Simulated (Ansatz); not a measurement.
**Ansatz (a first-principles code) run on LaRu2Si2 (I4/mmm, 5 atoms in the cell): self-consistent single point**

Level of theory: PBEsol, default PAW files made with PBE (plane waves; Ansatz).

Input:

Ansatz 0.2 input:
```yaml
crystal:
  lattice:
    - [-2.10980000, 2.10980000, 4.97530000]
    - [2.10980000, -2.10980000, 4.97530000]
    - [2.10980000, 2.10980000, -4.97530000]
  atoms:
    - { symbol: La, position_ang: [0.00000000, 0.00000000, 0.00000000] }
    - { symbol: Ru, position_ang: [0.00000000, 2.10980000, 2.48765000] }
    - { symbol: Ru, position_ang: [2.10980000, 0.00000000, 2.48765000] }
    - { symbol: Si, position_ang: [0.00000000, 0.00000000, 3.73147500] }
    - { symbol: Si, position_ang: [0.00000000, 0.00000000, 6.21912500] }
basis:
  ecutwfc: 420.0
kpoints:
  mp_grid: { grid: [8, 8, 8], shift: [0.5, 0.5, 0.5] }
hamiltonian:
  xc: pbesol
  pseudopotentials: { kind: paw }
scf:
  occupations: { method: methfessel_paxton, width: 0.05 }
output:
  forces: true
  eigenvalues: true
  stress: true
```

The program printed (abridged):

```
WARN ansatz: RAYON_NUM_THREADS=1 ignored (pool sized by the plan → 1); use --threads N
Pseudopotentials: kind: paw
Pseudopotential: La, paw, valence charge 11
Pseudopotential: Ru, paw, valence charge 16
Pseudopotential: Si, paw, valence charge 4
Crystal: 5 atoms, lattice volume = 88.585 Å³
Basis set: ecut = 420 eV, 1693 PW (Γ), exchange–correlation on 80×80×80 points (8 copies of the dense FFT grid, shifted against one another)
Bands: 31, of which v1, the nominal top of the filled ones, is band 26 counted from 1 (25 counted from 0)
Symmetry: 16 space group operations
Space group: I4/mmm (ITA 139), of the structure as read, at distance tolerance 4.5e-5 Å
k-points: 56 of 512
PAW frozen core: La, regenerated for the run's functional, and the local potential with it
PAW frozen core: Ru, regenerated for the run's functional, and the local potential with it
PAW frozen core: Si, regenerated for the run's functional, and the local potential with it
Initial density: superposition of atomic densities (neutral atoms: chi_scale 0, normalization atom), corrected by the library's trained network
Initial wavefunctions: pseudopotential atomic-orbital guess
Eigensolver: davidson
Functional: x = pbesol(κ = 0.804, μ = 0.12345679012345678), c = pbesol(β = 0.046)
SCF iter   1: F=—  HF=-19041.483132 eV  |F-HF|=—  |Δ(HF+E_count)|=         —  Δρ=5.65e-3  dr2=3.26e-2  ethr=1.77e-3  ⟨swp⟩=5.7  Hψ=6657  notcnv=0
all-band conjugate gradients solve this SCF's bands
preconditioner: auto → Kerker (q_TF=auto, 2.488 Å⁻¹)
SCF iter   2: F=—  HF=-19041.478792 eV  |F-HF|=—  |Δ(HF+E_count)|=   4.34e-3  S|Δr|=    0.00e0  Δρ=2.41e-3  dr2=5.63e-3  ethr=6.40e-5  ⟨swp⟩=2.3  Hψ=3594  notcnv=0  defer=4
preconditioner: auto → Resta (q_TF=auto, 2.488 Å⁻¹)
SCF iter   3: F=—  HF=-19041.477424 eV  |F-HF|=—  |Δ(HF+E_count)|=   1.37e-3  S|Δr|=    0.00e0  Δρ=5.13e-4  dr2=3.75e-4  ethr=1.10e-5  ⟨swp⟩=2.0  Hψ=2498  notcnv=0  defer=4
SCF iter   4: F=—  HF=-19041.477339 eV  |F-HF|=—  |Δ(HF+E_count)|=   8.56e-5  S|Δr|=    0.00e0  Δρ=1.32e-4  dr2=1.51e-5  ethr=7.34e-7  ⟨swp⟩=2.0  Hψ=2655  notcnv=0  defer=4
SCF iter   5: F=—  HF=-19041.477338 eV  |F-HF|=—  |Δ(HF+E_count)|=   6.04e-7  S|Δr|=    0.00e0  Δρ=3.26e-5  dr2=9.83e-7  ethr=2.96e-8  ⟨swp⟩=2.2  Hψ=2949  notcnv=0  defer=4
SCF iter   6: F=-19041.477338 eV  HF=-19041.477338 eV  |F-HF|=4.33e-9  |Δ(HF+E_count)|=   7.33e-8  S|Δr|=    0.00e0  Δρ=4.90e-6  dr2=2.19e-8  ethr=1.96e-10  ⟨swp⟩=9.6  Hψ=8218  notcnv=0
SCF 1 converged in 6 iterations: F = -19041.477338 eV  dr2 = 2.19e-8
SCF converged after 6 iterations
Stability not checked (fill_not_monotonic)
Free energy (F): -19041.477338 eV
Harris-Foulkes:  -19041.477338 eV  (|F-HF|=4.33e-9)
Internal energy: -19041.478136 eV  (E = F + TS)
E sigma→0 (E₀):  -19041.477538 eV
Entropy (-TS):   0.000798 eV (0.160 meV/atom)
Fermi energy:    14.538975 eV
--- Per-component energies (eV) ---
  E_band       = -291.563949
  E_kinetic    = 1307.806187
  E_local      = -4457.200164  (includes V_loc(G=0)·N_el)
  E_nonlocal   = 839.844634
  E_hartree    = 1628.348154
  E_xc         = -629.358433
  E_vxc        = -721.776528  (∫ρ·V_xc dr)
  E_paw        = -13126.864735  (= ΣΔE_a)
  E_vpaw       = -516.930376  (= ΣTr[D̂ρ^β])
  E_aug_tail   = -0.000389  (compensation charges beyond the density's cutoff)
  E_ewald      = -4604.792613
  E_core_change = 0.739223  (= ΣΔE_core)
  E_smearing   = 0.000798  (= −TS)
  E_closure    = -0.000000  (closes the sum)
  Σ components = -19041.477338   (vs F -19041.477338, Δ=0.00e0)
--- Forces (eV/Å), atoms counted from 1 ---
  atom   1  La    -0.00000000     0.00000000     0.00000000
  atom   2  Ru     0.00000000    -0.00000000     0.00000000
  atom   3  Ru     0.00000000     0.00000000     0.00000000
  atom   4  Si    -0.00000000     0.00000000    -1.71878615
  atom   5  Si    -0.00000000     0.00000000     1.71878615
  max |Σ_I F_I| component: 6.66e-16 eV/Å
--- Stress (GPa, compression-positive) ---
       -6.799981      -0.000000      -0.000000
       -0.000000      -6.799981       0.000000
        0.000000       0.000000      -5.785965
  P = ⅓ Tr σ = -6.4620 GPa (-64.620 kbar)
  The stress holds the Pulay correction. Without it, at fixed plane waves, as pw.x and ABINIT print it: P = -6.4887 GPa
--- Band table (eV; the first three rows and the last of 56) ---
  k-point 0: bands = ["-57.3873", "-57.3601", "-27.5623", "-27.5291", "-27.4054", "-27.3745", "-27.3714", "-27.3368", "-17.3330", "-1.1844", "-1.1470", "-1.0977", "5.0276", "7.6094", "9.4530", "10.5950", "11.2563", "11.4542", "12.2869", "12.3104", [...]
  k-point 1: bands = ["-57.3816", "-57.3657", "-27.5715", "-27.4802", "-27.4577", "-27.3663", "-27.3648", "-27.3443", "-17.3185", "-1.3234", "-1.2457", "-1.0759", "5.6216", "7.7841", "9.6042", "10.6254", "11.0974", "11.7194", "11.8865", "11.9672", [...]
  k-point 2: bands = ["-57.3759", "-57.3712", "-27.5808", "-27.5543", "-27.3856", "-27.3583", "-27.3580", "-27.3518", "-17.3044", "-1.4035", "-1.3420", "-1.0563", "5.7960", "7.9539", "9.7771", "10.1206", "11.5180", "12.0805", "12.1029", "12.2241", [...]
  k-point 55: bands = ["-57.3884", "-57.3590", "-27.5522", "-27.5516", "-27.3818", "-27.3812", "-27.3771", "-27.3351", "-17.3306", "-1.2120", "-1.1603", "-1.0852", "5.6581", "6.6225", "9.8564", "10.8529", "10.8623", "11.2873", "11.8117", "12.0641", [...]
```

The run converged in 6 iterations.

The starting cell comes from a database of published, mostly measured structures (it also holds non-ambient and calculated ones), without a prior relaxation at this level. Spin polarisation is off. With a pressure of about -6 GPa the cell is away from its equilibrium volume at this level. Forces in this geometry exceed 1 eV/Å. Ansatz's pressure includes its estimate of the finite-basis (Pulay) stress.
